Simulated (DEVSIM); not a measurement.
Device: Schottky contact on p-type Ge, at 300 K.

```tsv
layer (left to right)	material	thickness (μm)	Na (cm⁻³)	τn (s)	τp (s)
1	Ge	0.390	8e16	1.1e-7	1.1e-7
```

Left contact: Schottky, work function 4.234 eV, emission velocity 2.3e6 cm/s. Right contact: ohmic. Voltage is applied to the left contact. Recombination: SRH at mid-gap, radiative, Auger. Mobility is constant in doping.

Constants are typed, rounded textbook-type inputs, not results; the design itself was drawn at random and stands for no fabricated device. Values at 300 K; Nc and Nv go as T^1.5, mobilities as T to minus their exponent, the gap by Varshni's rule with the affinity fixed.

```csv
parameter,Ge
gap (eV),0.664
affinity (eV),4
permittivity,16
Nc (cm⁻³),1.04e19
Nv (cm⁻³),6e18
μn (cm²/Vs),3900
μp (cm²/Vs),1900
T exponent of μn,1.66
T exponent of μp,2.33
B (cm³/s),6.4e-14
Cn (cm⁶/s),1e-31
Cp (cm⁶/s),1e-31
Varshni α (eV/K),0.000477
Varshni β (K),235
```

Model (solved in DEVSIM): 1D drift-diffusion, Boltzmann statistics, complete ionisation; no tunnelling, impact ionisation, image-force lowering or self-heating. Metal contacts follow the ideal Schottky-Mott rule: no Fermi-level pinning, no interface dipoles.

The temperature was swept, all else fixed.

```csv
temperature (K),potential step across the device at zero bias (V),largest field in the device at zero bias (V/cm)
250,0.362,78000
300,0.318,72000
350,0.273,[?]
400,0.226,60000
450,0.178,53000
500,0.131,49000
```

### Question
What belongs in the gaps?

### Answer

- 350, largest field in the device at zero bias (V/cm): 66000
